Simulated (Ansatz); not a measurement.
Start from KF in the rock salt structure (space group Fm-3m, No. 225; a = 5.307 Å).

The values are results of Ansatz (an electronic-structure program) PBEsol, no SOC, not measurements.

Before the change:

The band gap is 6.15 eV, the lattice parameter a is 5.307 Å and the electron mass is 0.54 mₑ (at Γ).

Now apply this change: a hydrostatic pressure of 0.3 GPa.

**Question.** What does the calculation give for the band gap, lattice parameter a and electron mass after the change?

**Answer.** The band gap goes up by 0.05 eV to 6.20 eV; the lattice parameter a shrinks by 0.016 Å to 5.291 Å; the electron mass remains 0.54 mₑ (at Γ).

Load acts through the strain it causes; cell and atoms are relaxed under it. Masses are band curvatures over ±0.01 Å⁻¹ around the edge. Whether these cells are dynamically stable was not tested.
